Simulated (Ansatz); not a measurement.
Consider ZrIr in the CsCl type structure (space group Pm-3m, No. 221; a = 3.269 Å; relaxed with 0.1 eV smearing).

Now apply this change: every lattice vector is stretched by 4.99 %; the atoms relax in the strained cell.

Levels (all Ansatz, a program for electronic structure, PAW): PBEsol (420 eV, no spin-orbit coupling); PBEsol+SOC (420 eV, with spin-orbit coupling).

The geometry is relaxed with PBEsol.

* **PBEsol pressure**: -22.0 GPa

Problem. What does PBEsol+SOC give at this geometry for the pressure?

Solution. The pressure grows by 0.27 GPa, from -22.0 GPa to -21.8 GPa.

Single points use the geometry relaxed with PBEsol. Differences between runs with and without spin-orbit coupling are approximate. No phonon test of stability was made. The runs without spin-orbit coupling are not spin-polarised. An odd electron count without spin: ZrIr.
